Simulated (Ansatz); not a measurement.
# tetragonal indium (1 0 1) on rock-salt MgO (1 1 1) (film strained to the substrate, started from cuts of the bulks and a machine-learned relaxation; slabs Mg20O24 and In12, which can lie off the formulas)

A periodic stack without vacuum, tetragonal indium (1 0 1) on rock-salt MgO (1 1 1) (film strained to the substrate, started from cuts of the bulks and a machine-learned relaxation; slabs Mg20O24 and In12, which can lie off the formulas): substrate slab Mg20O24, film In12, surface cells [[0, -2], [2, -2]] and [[-3, -1], [-3, -2]], film strained by +0.7 and +4.3 %, outermost planes O/O and In/In as cut, which need not be the usual terminations and can put a slab off its formula.

The start was prepared with a machine-learned potential, and the result is one local minimum, with the in-plane cell held and forces under 0.04 eV/Å; the film can end far from its bulk form.

Calculation: PBE (plane waves to 420 eV, PAW; Ansatz, an electronic-structure program). Spin–orbit coupling is left out; the runs are not spin-polarised; PBE gaps are too small against experiment. Its k-point mesh 5×5×1, Fermi–Dirac width 0.05 eV.

* **interface area**: 31.3 Å²
* **period**: 23.60 Å
* **heights between the nearest atoms of the two slabs at the two interfaces**: 1.39 and 1.40 Å
* **In–O contacts across the interfaces within 1.22 times the sum of covalent radii**: 14, mean 2.22 Å
* **In–Mg contacts across the interfaces within 1.22 times the sum of covalent radii**: 8, mean 3.04 Å
* **hole barrier (PBE)**: 1.62 eV
* **electron barrier (PBE)**: 2.84 eV

```
In3Mg5O6
1.0
    6.01530     0.00018    -0.05295
    3.00783     5.20955     0.01213
   -1.21552     0.61270    23.61217
Mg O In
20 24 12
Cartesian
  3.62405   3.14610   1.92107
  6.63111   3.16726   2.04095
  2.13793   0.57509   1.91605
  5.10757   0.57329   1.88950
  0.63692   1.40379   4.43506
  3.64507   1.41249   4.40245
  2.14862   4.02144   4.44112
  5.14145   4.02154   4.41489
  6.67297   4.86442   6.86337
  3.66806   4.86599   6.89497
  5.17183   2.26459   6.85751
  2.16138   2.26288   6.87872
  3.68080   3.10765   9.33268
  6.70367   3.10772   9.30624
  2.18485   0.51580   9.32617
  5.19196   0.50694   9.30615
  0.68495   1.34372  11.84575
  3.73065   1.34533  11.81768
  2.20645   3.98273  11.85422
  5.21385   3.96406  11.67935
  8.12115   4.03891   0.69736
  5.12456   4.04613   0.72609
  6.61643   1.44881   0.69350
  3.61395   1.43866   0.87714
  5.14370   2.29368   3.18503
  2.12421   2.29306   3.21082
  6.64270   4.88781   3.19113
  3.63342   4.89529   3.16716
  2.14944   0.53381   5.63998
  5.16210   0.53360   5.61693
  3.65545   3.14233   5.64610
  6.66396   3.13940   5.62632
  2.17423   3.98654   8.12735
  5.18097   3.98965   8.09455
  0.67229   1.38542   8.12169
  3.67496   1.38599   8.09159
  5.20243   2.24168  10.53017
  2.19661   2.23435  10.60634
  6.70204   4.83569  10.53500
  3.70536   4.83575  10.56294
  2.22318   0.47035  13.00971
  5.22308   0.47959  12.83274
  3.72777   3.08943  13.02699
  6.72372   3.08163  12.99482
  2.23842   5.67986  14.94018
  5.25035   3.93724  14.46266
  2.23759   2.19726  14.42802
  4.29518   2.21414  17.33455
  4.45559   5.60669  17.21636
  1.30917   3.76957  17.27146
  3.43538   3.95636  20.13206
  0.29464   2.10903  20.09127
  6.45965   5.50074  20.07507
  2.38903   5.54076  22.95675
  5.39778   3.80124  22.86902
  2.39942   2.07078  22.44782
```
